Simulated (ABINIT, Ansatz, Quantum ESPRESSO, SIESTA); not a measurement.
One structure in several programs: TiB2 (P6/mmm, 3 atoms in the cell)

Self-consistent single point.

```
CELL_PARAMETERS angstrom
      3.02593     0.00000     0.00000
     -1.51296     2.62053     0.00000
      0.00000     0.00000     3.22877
ATOMIC_POSITIONS crystal
  Ti 0.00000 0.00000 0.00000
  B  0.33333 0.66667 0.50000
  B  0.66667 0.33333 0.50000
```

Shared settings, as Ansatz (a program for electronic structure) writes them: kpoints.mp_grid.grid = 6 6 5; scf.occupations.method = gaussian; scf.occupations.width = 0.136 eV. Potentials and cutoffs stand in the table.

```json
[
 {"code": "Quantum ESPRESSO", "model": "PBE, PSlibrary ultrasoft (PBE) pseudopotentials", "pressure (GPa)": "1.85", "cutoff": "60 Ry"},
 {"code": "SIESTA", "model": "GGA PBE, numerical atomic orbitals DZP, PseudoDojo PBE standard norm-conserving potentials (rewritten from UPF to PSML)", "pressure (GPa)": "0.78", "cutoff": "grid 350 Ry"},
 {"code": "Ansatz", "model": "PBE, default PAW files", "pressure (GPa)": "0.83", "cutoff": "420 eV"},
 {"code": "ABINIT", "model": "PBE, PAW (JTH v2.0 PBE PAW)", "pressure (GPa)": "1.37", "cutoff": "30 Ha"}
]
```

On Ansatz's run: spin polarisation is off.

The spread over the programs that give each value: pressure within 1.07 GPa.

SIESTA uses small atom-centred bases, whose incompleteness enters pressures, forces and empty levels differently from a plane-wave cutoff. Ansatz's pressure is given at a fixed set of plane waves, as the other plane-wave codes print theirs; with its correction for the finite basis it is 1.05 GPa (the shift of 0.23 GPa shows how far the cutoff is from converged).

On the base mesh (8 8 7) the same programs gave: Ansatz pressure 0.53 GPa; Quantum ESPRESSO pressure 1.54 GPa; ABINIT pressure 1.07 GPa; SIESTA pressure 0.44 GPa.

The starting cell comes from a database of computed structures (which also holds hypothetical and non-ambient phases and stackings), without a prior relaxation at this level.

Left out of this page: GPAW, Elk and FLEUR (not drawn, or without a comparable value); CP2K (on another mesh).

Keys are those of Ansatz 0.2.
